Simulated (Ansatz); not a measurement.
The starting structures come from a database of crystals and need not be the phases stable at ambient conditions.

Here is the system:

```
Ge3N4
1.0
    5.75968     0.00000     0.00000
    0.00000     5.75968     0.00000
    2.87984    -2.87984     4.15583
Ge N
6 8
Direct
  0.37500   0.87500   0.25000
  0.87500   0.37500   0.75000
  0.37500   0.37500   0.25000
  0.37500   0.37500   0.75000
  0.00000   0.00000   0.00000
  0.75000   0.75000   0.50000
  0.61684   0.61684   0.23368
  0.13316   0.60052   0.73368
  0.14948   0.61684   0.23368
  0.13316   0.13316   0.73368
  0.61684   0.61684   0.76632
  0.60052   0.13316   0.26632
  0.61684   0.14948   0.76632
  0.13316   0.13316   0.26632
```

Space group of this cell: I4_1/amd. The cell is strained (lengths across the current scaled by 0.98, ions clamped); by PBEsol its mean pressure is 2.9 GPa.

Transport runs along the normal of the first two printed cell vectors, the (001) (indices of the unstrained crystal) plane of the conventional cell.

The gap is the functional's own, uncorrected, and κ follows it; spin-orbit coupling is left out. Mid-gap values are interpolated between the computed energies.

Question: Compute, with PBEsol in Ansatz (an electronic-structure program), the band gap and the smallest decay constant κ at mid-gap.

Answer: Gap 2.11 eV on a 8×8×8 mesh; κ = 0.198 1/Å, at the zone centre.
